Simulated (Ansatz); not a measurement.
Results of PBEsol (plane waves, PAW; Ansatz, an electronic-structure program) for TiTe2 (model structure, started from the CdI2 type, P-3m1, No. 164, 3 atoms in the cell).

Numerical settings: plane-wave cutoff 520 eV, 18×18×10 k mesh (along the axes of the cell as run), Fermi–Dirac smearing 0.05 eV, no spin polarisation, scalar-relativistic PAW data made under PBE.

Cell (relaxed at this level):

```cif
data_Te2Ti
_chemical_formula_sum 'Ti1 Te2'
_space_group_name_H-M_alt 'P 1'
_space_group_IT_number 1
_cell_length_a 3.69613
_cell_length_b 3.69613
_cell_length_c 6.44273
_cell_angle_alpha 90.000
_cell_angle_beta 90.000
_cell_angle_gamma 120.000
loop_
_space_group_symop_operation_xyz
  'x, y, z'
loop_
_atom_site_label
_atom_site_type_symbol
_atom_site_fract_x
_atom_site_fract_y
_atom_site_fract_z
_atom_site_occupancy
Ti1 Ti 0.00000 0.00000 0.00000 1
Te1 Te 0.33333 0.66667 0.26731 1
Te2 Te 0.66667 0.33333 0.73269 1
```

Q: What does this level give for the bulk modulus B0?

A: 
bulk modulus B0: 35.4 GPa

The run finds no gap.

Note: the bulk modulus is −V dP/dV from two relaxed cells at ±2 % in volume.

Spin–orbit coupling is not included; it can open a gap where bands touch, and shift volumes and moduli.

The computed numbers hold no vibrational or temperature effects.

It cost very roughly 3 core-minutes of CPU time.

A model structure was made by putting elements into a prototype or built by hand; here it ended with the formula and space group of a phase in our tables.
